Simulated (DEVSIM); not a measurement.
Structure: Schottky contact on n-type Si, at 300 K.

Layer 1 from the left is Si, thickness (μm) 0.360, Nd (cm⁻³) 3.4e15, τn (s) 1.3e-6, τp (s) 1.3e-6. Layer 2 from the left is Si, thickness (μm) 12.0, Nd (cm⁻³) 1.3e18, τn (s) 1.3e-6, τp (s) 1.3e-6.

Left contact: Schottky, work function 4.85 eV, emission velocity 8.9e6 cm/s. Right contact: ohmic. Voltage is applied to the left contact. Recombination: SRH at mid-gap, Auger. Mobility is constant in doping.

Constants are typed, rounded textbook-type inputs, not results; the design itself was drawn at random and stands for no fabricated device. Values at 300 K.

Si: gap (eV) 1.124, affinity (eV) 4.05, permittivity 11.7, Nc (cm⁻³) 2.86e19, Nv (cm⁻³) 3.1e19, μn (cm²/Vs) 1417, μp (cm²/Vs) 470, Cn (cm⁶/s) 2.8e-31, Cp (cm⁶/s) 9.9e-32.

Model (solved in DEVSIM): 1D drift-diffusion, Boltzmann statistics, complete ionisation; no tunnelling, impact ionisation, image-force lowering or self-heating. Metal contacts follow the ideal Schottky-Mott rule: no Fermi-level pinning, no interface dipoles.

Dark forward current:

```tsv
|V| (V)	|J| (A/cm²)
0.05	7.005e-6
0.10	5.466e-5
0.15	0.0003786
0.20	0.002574
0.25	0.01738
0.30	0.1165
0.35	0.7717
0.40	4.989
0.45	30.39
0.50	157.4
0.55	579.8
0.60	1439
0.65	2736
```

### Question
Work out the local ideality factor n = ΔV / (kT/q · ln(J2/J1)) between the rows 0.15 and 0.20 V, 0.60 and 0.65 V.

### Answer
kT/q = 25.85 mV. From 0.15 to 0.20 V: ln(0.002574/0.0003786) = 1.917, n = 1.01, near the 1 of diffusion or emission over a barrier. From 0.60 to 0.65 V: ln(2736/1439) = 0.643, n = 3.01.

### Question
Estimate the current at 0.25 V for emission alone, J0 = q v N_band exp(−φB/kT), and read the barrier back from the simulated current.

### Answer
φB = 0.800 eV, N_band = 2.86e19 cm⁻³, J0 = 1.48e-6 A/cm²; J = J0 (exp(qV/kT) − 1) = 0.0234 A/cm². The simulation gives 0.0174 A/cm²; the estimate lies 35 % above. Read backwards, the simulated current gives an apparent barrier of 0.808 eV. The estimate leaves out transport through the depletion region and minority injection.
